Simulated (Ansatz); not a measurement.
Base system: Zr in the hcp (Mg type) structure (space group P6_3/mmc, No. 194; a = 3.231 Å, c = 5.179 Å; relaxed with 0.1 eV smearing). Axes: x lies along a and z along c of the hexagonal cell.

All numbers come from Ansatz (an electronic-structure program), PBE, PAW, cutoff 420 eV, without spin-orbit coupling, earlier PAW set.

For the base:

- Pressure = 0.0 GPa

It is then changed as follows: biaxial strain +3.09 %, plane normal [001], relaxed out of plane (Cartesian); in-plane vectors clamped, the third vector and the atoms free.

### Question
What happens to the out-of-plane strain and pressure?

### Answer
The out-of-plane strain comes out as -2.36 %; the pressure (mean of the normal stresses, compression positive) goes from zero to -3.0 GPa.

Stability against distortions was not tested. The final runs are not spin-polarised.
